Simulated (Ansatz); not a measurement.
Consider the following.

```xyz
2
Lattice="3.9400 0.0000 0.0000 1.9700 3.4122 0.0000 1.9700 -1.1374 3.2955" Properties=species:S:1:pos:R:3 pbc="T T T"
Ga     0.0000     0.0000     0.0108
As     3.9400     0.0000     2.4608
```

No spin polarisation.

Computed with Ansatz (an electronic-structure program) r2SCAN, without spin-orbit coupling. k-mesh 10×10×10 (Γ-centred); smearing 0.05 eV (Fermi–Dirac).

**Question.** Predict the mean in-plane stress (compression positive).

**Answer.** +3.1 GPa.

**Question.** Predict the electron mass.

**Answer.** 0.055 mₑ out of plane, 0.063 mₑ in plane (at Γ).

The levels and masses belong to the bands next to the band gap. The cells carry an imposed strain or load. Effective masses come from finite differences of ±0.01 Å⁻¹. Stability against distortions was not tested. The cell was made from GaAs in the zinc blende structure (space group F-43m, No. 216) by this change: biaxial strain −1.67 %, plane normal [111], relaxed out of plane.
